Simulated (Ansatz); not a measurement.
## MgAl2H8: response to strain

Consider MgAl2H8 (space group P-3m1, No. 164; a = 5.186 Å, c = 5.787 Å; a cell from a computed database, its experimental status unchecked; layered). Axes: x lies along a and z along c of the hexagonal cell.

Strains are applied to the cell and any free atomic positions relax.

The values are results of PBEsol/PAW in Ansatz (a program for electronic structure), no SOC, not measurements.

Notes on the quantities. pressure: mean of the normal stresses, compression positive.

```json
[
 {"change": "base", "volume per atom": "12.25 Å³", "pressure": "0.00 GPa", "largest internal atomic displacement": "–"},
 {"change": "uniaxial strain ε_xx = −1.30 %", "volume per atom": "12.09 Å³", "pressure": "-0.37 GPa", "largest internal atomic displacement": "0.443 Å"},
 {"change": "uniaxial strain ε_yy = +4.53 %", "volume per atom": "12.81 Å³", "pressure": "-1.08 GPa", "largest internal atomic displacement": "0.235 Å"},
 {"change": "tensor shear ε_xz = +2.34 %", "volume per atom": "12.25 Å³", "pressure": "-0.66 GPa", "largest internal atomic displacement": "0.432 Å"}
]
```

Whether these cells are dynamically stable was not tested. Under uniaxial strain ε_xx = −1.30 % and tensor shear ε_xz = +2.34 % the cell ends below the base's energy or with stress of the wrong sign: the atoms slid into a distortion or the cell is elastically unstable, so the base is not a stable minimum at this level. No dispersion term is included in the PBEsol runs.
